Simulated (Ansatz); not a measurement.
A computed series for FeNi3: response to strain

The reference is FeNi3 in the Cu3Au type structure (space group Pm-3m, No. 221; a = 3.514 Å; ferromagnetic; relaxed with 0.1 eV smearing). Axes: x, y, z lie along the cube axes.

Strains are applied to the cell and any free atomic positions relax; under biaxial strain the out-of-plane vector relaxes too.

Computed with Ansatz (an electronic-structure program), r2SCAN, PAW, cutoff 500 eV, spin-orbit coupling left out.

Notes on the quantities. energy relative to the base: free energy F.

```tsv
case	largest site moment	energy relative to the base	shortest interatomic distance
base	3.18 μB	0 meV/atom	2.485 Å
biaxial strain −1.63 %, plane normal [001], relaxed out of plane	3.16 μB	+5.4 meV/atom	2.444 Å
biaxial strain +1.22 %, plane normal [111], relaxed out of plane	3.20 μB	+4.4 meV/atom	2.484 Å
isotropic strain −3.48 %	3.03 μB	+89 meV/atom	2.399 Å
isotropic strain −2.15 %	[?]	[?]	2.432 Å
isotropic strain +2.27 %	3.27 μB	+30 meV/atom	2.541 Å
uniaxial strain ε_xx = −1.00 %	3.17 μB	+1.0 meV/atom	2.473 Å
uniaxial strain ε_yy = −1.01 %	3.17 μB	+1.1 meV/atom	2.472 Å
uniaxial strain ε_zz = +1.80 %	3.20 μB	+3.2 meV/atom	2.485 Å
```

Question: What belongs in the blanks?

Answer: 
- isotropic strain −2.15 %, largest site moment: 3.09 μB
- isotropic strain −2.15 %, energy relative to the base: +32 meV/atom

Other magnetic orders, which the real material may have, were not ruled out. Whether these cells are dynamically stable was not tested.
